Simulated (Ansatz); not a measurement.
The starting structures come from a database of crystals and need not be the phases stable at ambient conditions.

By PBEsol, the system below comes out a metal.

The ballistic (Sharvin) conductance counts the channels at the Fermi level: G/A = (e²/h) × channels of both spins per area.

Given:

```yaml
crystal:
  lattice:
    - [3.77495, 0.00000, 0.00000]
    - [0.00000, 4.00969, 0.00000]
    - [0.00000, 2.00484, 5.05084]
  atoms:
    - { symbol: Sc, position: [0.25000, 0.86301, 0.27398] }
    - { symbol: Sc, position: [0.75000, 0.13699, 0.72602] }
    - { symbol: Ge, position: [0.25000, 0.58951, 0.82098] }
    - { symbol: Ge, position: [0.75000, 0.41049, 0.17902] }
```

Space group of this cell: Cmcm. The cell is taken as given; by PBEsol its mean pressure is -2.7 GPa.

The current flows along the normal of the first two printed cell vectors. No spin-orbit coupling; the value is a mean over 0.1 eV about the Fermi level.

### Question
Estimate the ballistic conductance per area that PBEsol (Ansatz, a first-principles code) returns for this system.

### Answer
0.32 × 10¹⁵ S/m² for both spins.
